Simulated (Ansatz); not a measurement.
A self-consistent single point of YMgNi4 (R3m, 6 atoms in the cell) with Ansatz (a program for electronic structure).

Computed with PBEsol, default PAW files made with PBE (plane waves; Ansatz).

```xyz
6
Lattice="0.0000 3.4817 3.4817 3.4817 0.0000 3.4817 3.4817 3.4817 0.0000" Properties=species:S:1:pos:R:3 pbc="T T T"
Y      0.0289     0.0289     0.0289
Mg     1.7408     1.7408     1.7408
Ni     4.3413     4.3413     4.3413
Ni     4.3413     2.6220     2.6220
Ni     2.6220     2.6220     4.3413
Ni     2.6220     4.3413     2.6220
```
Moments meant for the start (each program seeds them in its own way; μB, in the order of the atoms Y Mg Ni Ni Ni Ni): 0.0 0.0 2.0 2.0 2.0 2.0.

Reference input (self-consistent single point, DFT, PBEsol, plane waves, default PAW files made with PBE): basis.ecutwfc = 420 eV; kpoints.mp_grid.grid = 4 4 4; hamiltonian.xc = pbesol; hamiltonian.pseudopotentials = {kind: paw} (the program's default PAW files); magnetization.spin_polarized = true; scf.occupations.method = fermi_dirac; scf.occupations.width = 0.1 eV. This run's input differs from it in these lines:

Ansatz 0.2 input:
```diff
@@ -14,3 +14,3 @@
 basis:
-  ecutwfc: 420.0 eV
+  ecutwfc: 735.0 eV
 kpoints:
```

The program printed (abridged):

```
SCF iter   1: F=—  HF=-28931.919745 eV  |F-HF|=—  |Δ(HF+E_count)|=         —  Δρ=2.17e-1 (↑2.17e-1 ↓5.66e-2)  dr2=1.82e1  dr2_m=1.33e1  M=2.334 μB ∫|m|=2.813 μB  β_m=0.30  ethr=3.10e-3  ⟨swp⟩=6.2  Hψ=5703  notcnv=0  defer=5
Mixer restart at iter 1: flushing history
all-band conjugate gradients solve this SCF's bands
preconditioner: auto → Kerker (q_TF=auto, 2.773 Å⁻¹)
   [... lines left out ...]
SCF iter  15: F=—  HF=-28929.500156 eV  |F-HF|=—  |Δ(HF+E_count)|=   4.46e-9  Δρ=3.14e-6 (↑3.14e-6 ↓2.76e-6)  dr2=2.29e-8  dr2_m=7.23e-11  M=-0.000 μB ∫|m|=0.000 μB  β_m=0.86  ethr=6.78e-11  ⟨swp⟩=2.0  Hψ=2168  notcnv=0  defer=118
SCF iter  16: F=-28929.500156 eV  HF=-28929.500156 eV  |F-HF|=5.71e-8  |Δ(HF+E_count)|=   3.74e-9  Δρ=4.69e-6 (↑4.69e-6 ↓4.64e-6)  dr2=5.85e-8  dr2_m=7.56e-12  M=-0.000 μB ∫|m|=0.000 μB  ethr=2.46e-11  ⟨swp⟩=9.5  Hψ=7065  notcnv=0
SCF 1 converged in 16 iterations: F = -28929.500156 eV  dr2 = 5.85e-8
WARN: the starting moments were not kept: the SCF closed with an absolute magnetisation of 1.0e-5 μB, where they sum to 8 μB in size (4 sites) …
Magnetization: -0.0000 μB (46.5000 up, 46.5000 down)
   [... lines left out ...]
Absolute magnetization: 0.0000 μB (∫|ρ↑−ρ↓|, with the PAW one-centre terms)
Free energy (F): -28929.500156 eV
Fermi energy:    14.434522 eV
   [... lines left out ...]
  atom   6  Ni    -0.01061851     0.11945006    -0.01061851
--- Stress (GPa, compression-positive) ---
       -3.188808       0.234566       0.234566
        0.234566      -3.188808       0.234566
        0.234566       0.234566      -3.188808
  P = ⅓ Tr σ = -3.1888 GPa (-31.888 kbar)
  The stress holds the Pulay correction. Without it, at fixed plane waves, as pw.x and ABINIT print it: P = -3.1935 GPa
```

The run converged in 16 iterations. Against the reference run the free energy falls by 1.4 meV/atom, the pressure hardly changes (-3.18 to -3.19 GPa) and the largest force stays at 0.441 eV/Å.

The starting cell comes from a database of computed structures (which also holds hypothetical and non-ambient phases and stackings), without a prior relaxation at this level. Its lattice was rescaled by up to half a per cent. One atom was moved a little off its site on purpose. The starting moments vanished: the run ended non-magnetic, which need not be the lowest state. The program warned that a starting moment was not kept. Ansatz's pressure includes its estimate of the finite-basis (Pulay) stress.

Cost on one core of a shared machine: roughly 50 s.
